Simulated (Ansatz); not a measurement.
Take CuI in the wurtzite structure (space group P6_3mc, No. 186; a = 4.187 Å, c = 6.898 Å) as the base. Axes: x lies along a and z along c of the hexagonal cell.

Modification: uniaxial strain ε_xx = +5.81 %, all other strain components held at zero; the atoms relax in the strained cell.

Levels (all Ansatz, a program for electronic structure, PAW): PBEsol (420 eV, no spin-orbit coupling); r2SCAN (500 eV, no spin-orbit coupling).

The geometry is relaxed with PBEsol.

| Item | Result |
|---|---|
| PBEsol electron mass | 0.15 mₑ along y, 0.14 mₑ across (at Γ) |
| PBEsol lowest conduction level above the VBM at special points | Γ 1.04 eV; Z 2.13 eV; Y 2.16 eV; T 2.33 eV |
| PBEsol width of the top valence band | 1.26 eV |

How does going to r2SCAN change the electron mass, lowest conduction level above the VBM at special points and width of the top valence band?

The electron mass changes from 0.15 mₑ along y, 0.14 mₑ across (at Γ) to 0.20 mₑ along y, 0.18 mₑ across (at Γ); the lowest conduction level above the VBM at special points becomes Γ 1.66 eV; Z 2.64 eV; Y 2.49 eV; T 2.71 eV (PBEsol: Γ 1.04 eV; Z 2.13 eV; Y 2.16 eV; T 2.33 eV); the width of the top valence band drops by 0.033 eV to 1.22 eV.

Single points use the geometry relaxed with PBEsol. With I present, leaving out spin-orbit coupling can change the band edges. The levels and masses belong to the bands next to the band gap. Masses are band curvatures over ±0.01 Å⁻¹ around the edge. Whether these cells are dynamically stable was not tested. The final runs are not spin-polarised. This is not the structure that CuI has at room temperature and ambient pressure. Labels are those of the standard path for the cell's own space group.
